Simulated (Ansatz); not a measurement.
# Several settings converged on AlRh (P4mm, 2 atoms in the cell)

```
AlRh
1.0
    2.99221     0.00000     0.00000
    0.00000     2.99221     0.00000
    0.00000     0.00000     2.99221
Al Rh
1 1
Direct
  0.00000   0.00000   0.01671
  0.50000   0.50000   0.50000
```

Base method: LDA (PW92), default PAW files made with PBE (plane waves; Ansatz, a program for electronic structure).

Base settings: basis.ecutwfc = 420 eV; kpoints.mp_grid.grid = 11 11 11; hamiltonian.xc = lda; hamiltonian.pseudopotentials = {kind: paw} (the program's default PAW files); scf.occupations.method = gaussian; scf.occupations.width = 0.1 eV.

The count of work is k-points × plane waves × bands × iterations; it is no time. 

**The cutoff for other potential files**

Level: DFT, LDA (PW92), plane waves, harder PAW files (source: ansatz) made with PBE.

In this ladder: hamiltonian.pseudopotentials = {kind: paw, source: ansatz}.

The second cell is the first with its lattice scaled by 0.98.

The mesh stays at the base's, so the ladder's end is converged at best in this setting alone.

The first pressure column holds Ansatz's estimate of the finite-basis (Pulay) stress, which hides part of the cutoff error; the other is without it.

Only quantities that move along the ladder and can be compared are tabulated.

```tsv
basis.ecutwfc	free energy less the last step's (meV/atom)	energy of the compressed cell less the first (meV/atom)	pressure (GPa)	pressure without the Pulay estimate (GPa)	largest difference of a force vector from the last step's (eV/Å)	count of work / last
405 eV	1927.92	-14.90	-9.55	-133.30	0.030	0.10
495 eV	311.07	-12.85	-8.87	-34.37	0.002	0.15
630 eV	15.03	-13.02	-8.72	-10.55	0.000	0.20
765 eV	1.08	-12.93	-8.71	-8.77	0.000	0.28
900 eV	0.58	-12.93	-8.71	-8.72	0.000	0.35
1080 eV	0.40	-12.93	-8.71	-8.72	0.000	0.45
1350 eV	0.11	-12.93	-8.71	-8.72	0.000	0.63
1800 eV	0.00	-12.94	-8.71	-8.71	0.000	1.0
```

Coarsest basis.ecutwfc that holds the energy of the compressed cell less the first within 0.5 meV/atom of the last step, with all finer ones: 495 eV, at 0.15 of the last step's count of work; the step before is off by 2.0 meV/atom.

Coarsest basis.ecutwfc that holds the pressure without the Pulay estimate within 0.1 GPa of the last step, with all finer ones: 765 eV, at 0.28 of the last step's count of work; the step before is off by 1.8 GPa.

Coarsest basis.ecutwfc that holds the forces within 0.02 eV/Å of the last step, with all finer ones: 495 eV, at 0.15 of the last step's count of work; the step before is off by 0.030 eV/Å.

The energy difference between the two cells stays within 1 meV/atom of the last step's from 495 eV on, the total only from 900 eV on: much of the error is common to both cells and cancels.

At the lowest cutoff the pressure without the Pulay estimate lies 125 GPa under the last step's, the usual sign of Pulay stress in an incomplete plane-wave basis.

**The relaxed cell against the cutoff**

On AlRh (Pm-3m, 2 atoms in the cell): atoms on their sites.

In this ladder: relax = cell and atoms.

The mesh stays at the base's, so the ladder's end is converged at best in this setting alone.

Only quantities that move along the ladder and can be compared are tabulated.

| basis.ecutwfc | relaxed volume (Å³/atom) | relaxation steps |
|---|---|---|
| 210 eV | 13.200 | 17 |
| 250 eV | 12.782 | 17 |
| 295 eV | 12.885 | 12 |
| 355 eV | 12.832 | 7 |
| 420 eV | 12.826 | 5 |
| 505 eV | 12.824 | 5 |
| 630 eV | 12.824 | 5 |
| 840 eV | 12.824 | 5 |

Coarsest basis.ecutwfc that holds the relaxed volume within 0.013 Å³/atom of the last step, with all finer ones: 355 eV; the step before is off by 0.061 Å³/atom.

At the lowest cutoff the cell relaxes to a volume 2.9 % larger than at the highest. Ansatz relaxes on a stress corrected for the finite basis.

On the base run: the starting cell comes from a database of computed structures (which also holds hypothetical and non-ambient phases and stackings), without a prior relaxation at this level. Its lattice was rescaled by up to half a per cent. One atom was moved a little off its site on purpose. Spin polarisation is off.

Keys are those of Ansatz 0.2.
